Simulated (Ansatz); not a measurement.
The reference is CsPbCl3 in the cubic perovskite structure (space group Pm-3m, No. 221; a = 5.619 Å). Axes: x, y, z lie along the cube axes.

Level of theory: DFT with PBEsol, PAW potentials and a 420 eV plane-wave cutoff in Ansatz (an electronic-structure program), scalar-relativistic without spin-orbit coupling.

Strains are applied to the cell and any free atomic positions relax.

One change was made to it. Results:

```csv
quantity,base,after
band gap,1.83 eV,1.83 eV
energy relative to the base (free energy F),0 meV/atom,+0.2 meV/atom
```

**Question.** Name the change that was made.
A) uniaxial strain ε_zz = +1.80 %
B) uniaxial strain ε_zz = +3.00 %
C) uniaxial strain ε_zz = +2.40 %
D) uniaxial strain ε_zz = +0.60 %

**Answer.** D, uniaxial strain ε_zz = +0.60 %. For comparison, the energy relative to the base in the other runs: uniaxial strain ε_zz = +1.80 % gives +2.0 meV/atom; uniaxial strain ε_zz = +2.40 % gives +3.4 meV/atom; uniaxial strain ε_zz = +3.00 % gives +5.2 meV/atom.

Spin-orbit coupling, missing from the scalar runs, can matter with Pb. No phonon test of stability was made. Many cubic perovskites are stable only at high temperature; tilts and polar distortions were not tested. This is not the structure that CsPbCl3 has at room temperature and ambient pressure.
